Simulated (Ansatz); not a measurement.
Input and output of a self-consistent single point for AlNi (Cmm2, 2 atoms in the cell) (Ansatz, a quantum-chemistry and plane-wave program).

Level of theory: PBEsol, default PAW files made with PBE (plane waves; Ansatz).

The change in words: lattice scaled by 0.98; kpoints.mp_grid.grid: 12 12 11 → 10 10 9. Reference geometry:
```xyz
2
Lattice="1.9329 -1.9473 0.0000 1.9329 1.9473 0.0000 0.0000 0.0000 3.0901" Properties=species:S:1:pos:R:3 pbc="T T T"
Al     0.0000     0.0000     0.0500
Ni     1.9329     0.0000     1.5451
```

Reference input (self-consistent single point, DFT, PBEsol, plane waves, default PAW files made with PBE): basis.ecutwfc = 420 eV; kpoints.mp_grid.grid = 12 12 11; hamiltonian.xc = pbesol; hamiltonian.pseudopotentials = {kind: paw} (the program's default PAW files); scf.occupations.method = gaussian; scf.occupations.width = 0.1 eV. This run's input differs from it in these lines:

Ansatz 0.2 input:
```diff
@@ -2,5 +2,5 @@
   lattice:
-    - [1.932879, -1.947330, 0.000000]
-    - [1.932879, 1.947330, 0.000000]
-    - [0.000000, 0.000000, 3.090132]
+    - [1.894221, -1.908383, 0.000000]
+    - [1.894221, 1.908383, 0.000000]
+    - [0.000000, 0.000000, 3.028329]
   atoms:
@@ -12,3 +12,3 @@
   mp_grid:
-    grid: [12, 12, 11]
+    grid: [10, 10, 9]
 hamiltonian:
```

Output (repeated stretches shortened):

```
SCF iter   1: F=—  HF=-6330.749301 eV  |F-HF|=—  |Δ(HF+E_count)|=         —  Δρ=1.95e-2  dr2=4.75e-2  ethr=1.77e-3  ⟨swp⟩=4.8  Hψ=10655  notcnv=0
all-band conjugate gradients solve this SCF's bands
preconditioner: auto → none
SCF iter   2: F=—  HF=-6330.743273 eV  |F-HF|=—  |Δ(HF+E_count)|=   6.03e-3  Δρ=6.67e-3  dr2=6.31e-3  ethr=2.26e-4  ⟨swp⟩=2.0  Hψ=4068  notcnv=0  defer=36
SCF iter   3: F=—  HF=-6330.742496 eV  |F-HF|=—  |Δ(HF+E_count)|=   7.77e-4  Δρ=1.07e-3  dr2=1.71e-4  ethr=3.01e-5  ⟨swp⟩=1.1  Hψ=2295  notcnv=0  defer=36
SCF iter   4: F=—  HF=-6330.742472 eV  |F-HF|=—  |Δ(HF+E_count)|=   2.41e-5  Δρ=8.71e-5  dr2=6.24e-7  ethr=8.16e-7  ⟨swp⟩=1.8  Hψ=2808  notcnv=0  defer=36
SCF iter   5: F=—  HF=-6330.742388 eV  |F-HF|=—  |Δ(HF+E_count)|=   8.46e-5  Δρ=1.13e-5  dr2=2.62e-8  ethr=2.97e-9  ⟨swp⟩=2.0  Hψ=3641  notcnv=0  defer=36
SCF iter   6: F=-6330.742388 eV  HF=-6330.742388 eV  |F-HF|=1.85e-9  |Δ(HF+E_count)|=   6.26e-9  Δρ=3.09e-6  dr2=1.41e-9  ethr=1.25e-10  ⟨swp⟩=4.0  Hψ=8865  notcnv=0
SCF 1 converged in 6 iterations: F = -6330.742388 eV  dr2 = 1.41e-9
Free energy (F): -6330.742388 eV
Internal energy: -6330.738091 eV  (E = F + TS)
E sigma→0 (E₀):  -6330.740239 eV
Entropy (-TS):   -0.004297 eV (-2.149 meV/atom)
Fermi energy:    15.427797 eV
--- Forces (eV/Å), atoms counted from 1 ---
  atom   1  Al     0.00000000     0.00000000    -0.41633358
  atom   2  Ni     0.00000000     0.00000000     0.41633608
--- Stress (GPa, compression-positive) ---
       18.738986       0.000000       0.000000
        0.000000      16.713240       0.000000
        0.000000       0.000000       9.011018
  P = ⅓ Tr σ = 14.8211 GPa (148.211 kbar)
  The stress holds the Pulay correction. Without it, at fixed plane waves, as pw.x and ABINIT print it: P = 14.7540 GPa
```

The run converged in 6 iterations. Against the reference run the free energy rises by 36.5 meV/atom, the pressure goes from 2.19 to 14.82 GPa and the largest force goes from 0.333 to 0.416 eV/Å.

The starting cell comes from a database of computed structures (which also holds hypothetical and non-ambient phases and stackings), without a prior relaxation at this level. Its lattice was rescaled by up to half a per cent. One atom was moved a little off its site on purpose. For this run, on top of that: lattice scaled by 0.98. Spin polarisation is off. With a pressure of about 15 GPa the cell is away from its equilibrium volume at this level. Ansatz's pressure includes its estimate of the finite-basis (Pulay) stress.
